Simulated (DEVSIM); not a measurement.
**Si p-i-n diode**

Device: Si p-i-n diode, at 300 K.

```tsv
layer (left to right)	material	thickness (μm)	Nd (cm⁻³)	Na (cm⁻³)	τn (s)	τp (s)
1	Si	0.110	-	4e17	1.6e-6	1.6e-6
2	Si	39.0	1.7e12	-	1.6e-6	1.6e-6
3	Si	3.30	5.3e17	-	1.6e-6	1.6e-6
```

Left contact: ohmic. Right contact: ohmic. Voltage is applied to the left contact. Recombination: SRH at mid-gap, radiative, Auger. Mobility is constant in doping.

This is a model device: material constants are rounded textbook-type values typed into the input, and sizes, dopings and lifetimes were drawn at random. Values at 300 K.

```csv
parameter,Si
gap (eV),1.124
affinity (eV),4.05
permittivity,11.7
Nc (cm⁻³),2.86e19
Nv (cm⁻³),3.1e19
μn (cm²/Vs),1417
μp (cm²/Vs),470
B (cm³/s),4.7e-15
Cn (cm⁶/s),2.8e-31
Cp (cm⁶/s),9.9e-32
```

Simulated with DEVSIM: 1D drift-diffusion, Boltzmann statistics, complete ionisation; no tunnelling, impact ionisation, image-force lowering or self-heating.

```
Property                                         Value
---------------------------------------------  -------
Potential step across the device at zero bias  0.908 V
Dark forward voltage at 1 A/cm²                0.597 V
Dark forward voltage at 100 A/cm²              0.799 V
```

Dark forward current:

(V (V), J (A/cm²)): (0.05, 5.0e-7); (0.10, 2.3e-6); (0.15, 1.0e-5); (0.20, 4.6e-5); (0.25, 0.00018); (0.30, 0.00058); (0.35, 0.0017); (0.40, 0.0050); (0.45, 0.016); (0.50, 0.061); (0.55, 0.26); (0.60, 1.1); (0.65, 4.2); (0.70, 14); (0.75, 41); (0.80, 100); (0.85, 220); (0.90, 400); (0.95, 670); (1.00, 1000); (1.05, 1500); (1.10, 2000)
